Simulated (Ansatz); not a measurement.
Structures of equal composition on the (0001) surface of 4H silicon carbide (Si plane on top): (√3x√3)R30° In adatom at H3; (√3x√3)R30° In adatom at T4. The slabs share one bottom face, and each structure is named by its start. These are constructed structures in small cells; real faces may alloy, dewet or reconstruct in larger ones, and not all known structures of the face are among them. Slabs of about 10 Å, Fermi-Dirac smearing of 0.025 eV. Bottom of the slabs: H caps. Relaxed from the named starts with such symmetry as they have, on meshes of like density; energies extrapolated to zero smearing; spin only where a row says so; no spin-orbit coupling, no U. Brackets mark spin-polarised runs, whose order is one that fits the cell. Where a second, spin-polarised start was run, the lower counts.

Level of theory: r2SCAN, at the PBE geometry (plane waves to 500 eV, PAW; Ansatz, a program for electronic structure).

**Question.** Order them by energy per 1x1 cell (lowest first) at the level r2SCAN, at the PBE geometry.

**Answer.** (√3x√3)R30° In adatom at T4 (0.000 eV, gap 1.25 eV on the mesh), (√3x√3)R30° In adatom at H3 (0.126 eV, gap 0.94 eV on the mesh)
